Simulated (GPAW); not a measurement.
# Energy against c/a at fixed volume: hcp Os (space group 194) (GPAW, PBE)

```yaml
crystal:
  lattice:
    - [2.78432, 0.00000, 0.00000]
    - [-1.39216, 2.41129, 0.00000]
    - [0.00000, 0.00000, 4.22972]
  atoms:
    - { symbol: Os, position: [0.66667, 0.33333, 0.75000] }
    - { symbol: Os, position: [0.33333, 0.66667, 0.25000] }
```

Method: PBE, GPAW PAW datasets PBE (gpaw-data 1.0.1) (plane waves; GPAW). Settings: mode = pw; ecut = 585 eV; xc = PBE; kpts = 28 28 16; mesh shift (steps) = 0 0 0; occupations.name = fermi-dirac; occupations.width = 0.05 eV; nbands = -6; convergence.density = 1e-06 e/electron; convergence.energy = 1e-06 eV/electron; symmetry.symmorphic = false; symmetry.tolerance = 0.0005; maxiter = 100. The cell above is the first row's. The rows change c/a at fixed volume. In all rows fractional positions and the k mesh are held. E is the free energy at the stated smearing, counted from the lowest row.

| c/a | E (meV/atom) |
|---|---|
| 1.5191 | 24.78 |
| 1.5349 | 13.21 |
| 1.5508 | 5.24 |
| 1.5666 | 0.86 |
| 1.5824 | 0.00 |
| 1.5982 | 2.52 |
| 1.6141 | 8.37 |
| 1.6299 | 17.49 |
| 1.6457 | ? |

### Question
Using a cubic, estimate the missing E at c/a = 1.6457 from the other rows, showing the fit.

### Answer
With u = c/a - 1.57, the rows have u = -0.05090, -0.03510, -0.01920, -0.00340, 0.01240, 0.02820, 0.04410, 0.05990. Least squares gives E = 0.394 - 117.86·u + 6928.7·u² - 3304·u³. Residuals (row less fit): 0.000, 0.000, 0.006, -0.015, 0.008, 0.014, -0.018, 0.006; standard error 0.015 (degrees of freedom: 4). The fitted curve has its minimum at c/a = 1.58, where E = -0.11. To one more digit the minimum is at c/a = 1.579; the ideal close-packed ratio is 1.633. At the withheld row, u = 0.07570, so E = 0.394 - 117.86 × 0.07570 + 6928.7 × 0.07570² - 3304 × 0.07570³ = 29.744 meV/atom. The calculation gives 29.83 meV/atom, 0.086 meV/atom above the prediction (0.3 % of the range of E in the table). The row lies outside the fitted rows, so this is an extrapolation. From the scatter of the fitted rows alone, a prediction at this place has a standard error of 0.039 meV/atom, so the miss is 2.2 times that.

Carrying the step between the two nearest rows on in a straight line would have given 26.61, off by 3.22; series whose last step already gives the withheld value aren't shown. The reference cell has the volume at which an earlier scan in this program and functional put its minimum by a fit; axis ratios and inner coordinates come from a measured-size cell. The runs keep the symmetry of the cell, so they don't test it for distortions. The best c/a moves a little with volume. Spin polarisation is off. Spin-orbit coupling is off. In metals such curves are sensitive to mesh and smearing. Cutoffs and mesh are single choices, not tested for convergence of this quantity. Series with a scatter that would blur these digits, or in which a gap closes, are not shown. Strain series were run only where this level's volume lies within 10 % of a first guess from the measured size.
